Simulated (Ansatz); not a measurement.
K2MoO4 (C2/m, No. 12, 14 atoms in the cell; start COD 1527397), treated with PBEsol in Ansatz (plane waves, PAW).

Numerical settings: plane-wave cutoff 520 eV, 6×6×6 k mesh, Fermi–Dirac smearing 0.01 eV, no spin polarisation, scalar-relativistic PAW data made under PBE.

Cell (relaxed at this level):

```cif
data_K8Mo4O16
_chemical_formula_sum 'Mo4 K8 O16'
_space_group_name_H-M_alt 'C2/m'
_space_group_IT_number 12
_space_group_name_Hall '-C 2y'
_cell_length_a 12.28537
_cell_length_b 6.05868
_cell_length_c 7.50002
_cell_angle_alpha 90.000
_cell_angle_beta 115.773
_cell_angle_gamma 90.000
loop_
_atom_site_label
_atom_site_type_symbol
_atom_site_symmetry_multiplicity
_atom_site_Wyckoff_symbol
_atom_site_fract_x
_atom_site_fract_y
_atom_site_fract_z
_atom_site_occupancy
Mo1 Mo 4 i 0.17575 0.00000 0.22554 1
K1 K 4 i 0.15631 0.00000 0.74904 1
K2 K 4 i 0.01045 0.50000 0.23508 1
O1 O 4 i 0.33324 0.00000 0.38216 1
O2 O 4 i 0.08837 0.00000 0.36144 1
O3 O 8 j 0.14209 0.23861 0.07469 1
```
(The calculation used a cell of 14 atoms; values per cell refer to that cell.)

Problem. Predict the band gap and direct gap at Γ.

Solution. 
band gap: 4.33 eV (on the SCF k mesh)
direct gap at Γ: 4.55 eV

Note: the relaxation could not lower the start's symmetry, so the cell can be a saddle point above a distorted one.

Spin–orbit coupling is not included.

Computed values are for the static lattice.

The result took roughly 13 core-minutes.

Ansatz is a first-principles code.
